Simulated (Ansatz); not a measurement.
# What uniaxial strain ε_yy = −4.16 % does to Pd

Start from Pd in the fcc (Cu type) structure (space group Fm-3m, No. 225; a = 3.9104 Å; relaxed with 0.1 eV smearing). Axes: x, y, z lie along the cube axes.

One thing is altered: the cell is compressed by 4.16 % along y with no lateral relaxation; the atoms relax in the strained cell.

Level of theory: r2SCAN/PAW in Ansatz (a program for electronic structure), spin-orbit coupling left out. Γ-centred 29×29×29 mesh, Fermi–Dirac width 0.1 eV.

* **Space group**: I4/mmm (No. 139) (base Fm-3m (No. 225))
* **Energy relative to the base (free energy F)**: +19 meV/atom
* **Pressure (mean of the normal stresses, compression positive)**: 8.9 GPa (base 0.0 GPa)
* **Band gap**: zero (base zero)
* **Stress (xx, yy, zz, yz, xz, xy; compression positive)**: (8.2, 10.2, 8.2, 0.0, 0.0, 0.0) GPa

No phonon test of stability was made. All final runs are without spin polarisation. Pd has a high density of states at the Fermi level and may be magnetic at this level.
